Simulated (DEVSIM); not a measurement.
# abrupt InP p-n junction

Device: abrupt InP p-n junction, at 250 K.

| layer (left to right) | material | thickness (μm) | Nd (cm⁻³) | Na (cm⁻³) | τn (s) | τp (s) |
|---|---|---|---|---|---|---|
| 1 | InP | 68.0 | - | 5.6e17 | 3.8e-8 | 3.8e-8 |
| 2 | InP | 260 | 5e14 | - | 3.8e-8 | 3.8e-8 |

Left contact: ohmic. Right contact: ohmic. Voltage is applied to the left contact. Recombination: SRH at mid-gap, radiative. Mobility is μmin + (μ − μmin)/(1 + (N/Nref)^α).

Constants are typed, rounded textbook-type inputs, not results; the design itself was drawn at random and stands for no fabricated device. Values at 300 K; Nc and Nv go as T^1.5, mobilities as T to minus their exponent, the gap by Varshni's rule with the affinity fixed.

| parameter | InP |
|---|---|
| gap (eV) | 1.344 |
| affinity (eV) | 4.38 |
| permittivity | 12.5 |
| Nc (cm⁻³) | 5.7e17 |
| Nv (cm⁻³) | 1.1e19 |
| μn (cm²/Vs) | 5200 |
| μp (cm²/Vs) | 170 |
| μn,min | 400 |
| μp,min | 10 |
| Nref,n | 3e17 |
| Nref,p | 4.9e17 |
| αn | 0.47 |
| αp | 0.62 |
| T exponent of μn | 2 |
| T exponent of μp | 2 |
| B (cm³/s) | 1.2e-10 |
| Varshni α (eV/K) | 0.000363 |
| Varshni β (K) | 162 |

Model (solved in DEVSIM): 1D drift-diffusion, Boltzmann statistics, complete ionisation; no tunnelling, impact ionisation, image-force lowering or self-heating.

```
Quantity                                           Result
---------------------------------------------  ----------
Potential step across the device at zero bias     1.156 V
Largest field in the device at zero bias       37000 V/cm
Dark forward voltage at 1 A/cm²                   1.067 V
```

Small-signal capacitance in reverse bias (quasi-static):

```csv
V (V),C (nF/cm²)
-0.2,5.94
-0.5,5.33
-1,4.63
-1.5,4.15
-2,3.80
-3,3.30
-4,2.95
-5,2.70
-6.5,2.42
-8,2.21
-10,2.00
```

Dark forward current:

```json
[
 {"V (V)": "0.05", "J (A/cm²)": "1.6e-12"},
 {"V (V)": "0.15", "J (A/cm²)": "2.2e-11"},
 {"V (V)": "0.25", "J (A/cm²)": "2.5e-10"},
 {"V (V)": "0.35", "J (A/cm²)": "2.7e-9"},
 {"V (V)": "0.40", "J (A/cm²)": "9.1e-9"},
 {"V (V)": "0.50", "J (A/cm²)": "1.0e-7"},
 {"V (V)": "0.60", "J (A/cm²)": "1.2e-6"},
 {"V (V)": "0.70", "J (A/cm²)": "1.5e-5"},
 {"V (V)": "0.80", "J (A/cm²)": "0.00027"},
 {"V (V)": "0.90", "J (A/cm²)": "0.010"},
 {"V (V)": "0.95", "J (A/cm²)": "0.070"},
 {"V (V)": "1.05", "J (A/cm²)": "0.81"},
 {"V (V)": "1.15", "J (A/cm²)": "2.3"},
 {"V (V)": "1.25", "J (A/cm²)": "4.1"},
 {"V (V)": "1.35", "J (A/cm²)": "6.1"},
 {"V (V)": "1.45", "J (A/cm²)": "8.2"},
 {"V (V)": "1.50", "J (A/cm²)": "9.3"},
 {"V (V)": "1.60", "J (A/cm²)": "12"},
 {"V (V)": "1.70", "J (A/cm²)": "14"},
 {"V (V)": "1.80", "J (A/cm²)": "16"}
]
```
